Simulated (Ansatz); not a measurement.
# PtGa2 (Fm-3m, No. 225, 3 atoms in the cell; start mp-22095)

Level of theory: r²SCAN in Ansatz (PAW).

Run with plane-wave cutoff 560 eV, 16×16×16 k mesh, Fermi–Dirac smearing 0.05 eV, scalar-relativistic PAW data made under PBE.

Cell (relaxed at this level):

```cif
data_Ga2Pt
_chemical_formula_sum 'Ga2 Pt1'
_space_group_name_H-M_alt 'P 1'
_space_group_IT_number 1
_cell_length_a 4.19631
_cell_length_b 4.19631
_cell_length_c 4.19631
_cell_angle_alpha 60.000
_cell_angle_beta 60.000
_cell_angle_gamma 60.000
loop_
_space_group_symop_operation_xyz
  'x, y, z'
loop_
_atom_site_label
_atom_site_type_symbol
_atom_site_fract_x
_atom_site_fract_y
_atom_site_fract_z
_atom_site_occupancy
Ga1 Ga 0.75000 0.75000 0.75000 1
Ga2 Ga 0.25000 0.25000 0.25000 1
Pt1 Pt 0.00000 0.00000 0.00000 1
```

* **band gap**: zero (no gap)
* **bulk modulus B0**: 135 GPa

Note: the relaxation could not lower the start's symmetry, so the cell can be a saddle point above a distorted one; the bulk modulus is −V dP/dV from two relaxed cells at ±2 % in volume.

Spin–orbit coupling is not included.

The computed numbers hold no vibrational or temperature effects.

Cost on a shared machine: about 50 core-seconds (a rough figure).

A start named mp-… is a Materials Project structure, which need not be a measured phase.

Ansatz is a program for electronic structure.
